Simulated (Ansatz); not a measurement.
MgS (Fm-3m), HSE06, rigid bands (Ansatz, a program for electronic structure): N_v = 1.66e20 cm⁻³ at 300 K and a hole conductivity mass of 0.949 mₑ.

### Question
For 1e17 holes per cm³ at 300 K, place the Fermi level, estimate the Seebeck coefficient of a parabolic band with constant τ, and give mobility and conductivity for τ = 20 fs.

### Answer
The level lies k_BT ln(N_v/p) = 0.192 eV above the valence-band maximum. S ≈ +(k_B/e)[ln(N_v/p) + 5/2] = 854 μV/K, against 848 μV/K from the full bands (mean over directions). μ = eτ/m = 37.1 cm²/(V·s) and σ = peμ = 0.594 S/cm. τ is assumed, not computed.

Band transport and this doping are assumed; polarons and phonon drag are left out. Spin-orbit coupling is left out; where it splits the top of the valence band, N_v and the p-type Seebeck coefficient come out somewhat high without it. Geometry: cell and atoms relaxed with PBEsol.
